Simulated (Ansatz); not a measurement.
# Brucite Ca(OH)₂ (model structure)

Calculation: HSE06-D3(BJ) in Ansatz (PAW).

Cell: relaxed with PBE-D3(BJ): a = 3.5871 Å, b = 3.5871 Å, c = 4.7736 Å, α = 90.00°, β = 90.00°, γ = 120.00°.

| Property | Value |
|---|---|
| interlayer binding energy | 34.9 meV/Å² |

Static lattice: no zero-point or thermal effects.

A model structure was made by putting elements into a prototype or built by hand; here it ended with the formula and space group of a phase in our tables.

Ansatz is a program for electronic structure.
